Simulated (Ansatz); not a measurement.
The reference is WS$_{2}$ (space group P6_3/mmc, No. 194; a = 3.154 Å, c = 12.141 Å; layered, stacked along the Cartesian z axis). Axes: x lies along a and z along c of the hexagonal cell.

Level of theory: Ansatz (a quantum-chemistry and plane-wave program), PBE-D3(BJ), PAW, cutoff 420 eV, no spin-orbit coupling.

Before the change:

| Quantity | Result |
|---|---|
| Pressure | 0.00 GPa |

One thing is altered: uniaxial strain ε_zz = −1.80 %, all other strain components held at zero, atoms relaxed at fixed cell.

Task: What does the calculation give for the pressure after the change?

Result: The pressure (mean of the normal stresses, compression positive) goes from zero to 0.63 GPa.

No phonon test of stability was made.
